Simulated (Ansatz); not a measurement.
Base system: BaO in the rock salt structure (space group Fm-3m, No. 225; a = 5.490 Å).

Method: PBEsol (Ansatz, a first-principles code, PAW, no spin-orbit coupling).

For the base:

| Item | Result |
|---|---|
| Electron mass | 1.2 mₑ along k, 0.38 mₑ across (at X) |
| Width of the top valence band | 1.63 eV |

The change: cell and atoms relaxed at a pressure of 30 GPa.

What happens to the electron mass and width of the top valence band?

The electron mass becomes 1.2 mₑ along k, 0.34 mₑ across (at X) (base: 1.2 mₑ along k, 0.38 mₑ across (at X)); the width of the top valence band goes up by 1.427 eV, from 1.63 eV to 3.05 eV.

The levels and masses belong to the bands next to the band gap. Load acts through the strain it causes; cell and atoms are relaxed under it. Effective masses come from finite differences of ±0.01 Å⁻¹. Along k means along the line from Γ to the band edge. No phonon test of stability was made. No other phases were tried under pressure.
